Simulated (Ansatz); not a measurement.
How the lattice constant a of ZrSi (model structure, started from the TiAs type, P6₃/mmc, No. 194, 8 atoms in the cell) moves with the method

No measured value is used here.

```csv
level (code),value (Å)
PBE (Ansatz),?
PBEsol (Ansatz),3.663
PBE-D3(BJ) (Ansatz),3.658
```

Complete the blanks.


- PBE (Ansatz, a program for electronic structure), value (Å): 3.713

Ansatz's density-functional and Hartree–Fock values are scalar-relativistic unless marked +SOC, with PAW data made under PBE.

A model structure was made by putting elements into a prototype or built by hand; it is no filed structure, need not be a known phase, and can be a saddle point held by its symmetry.
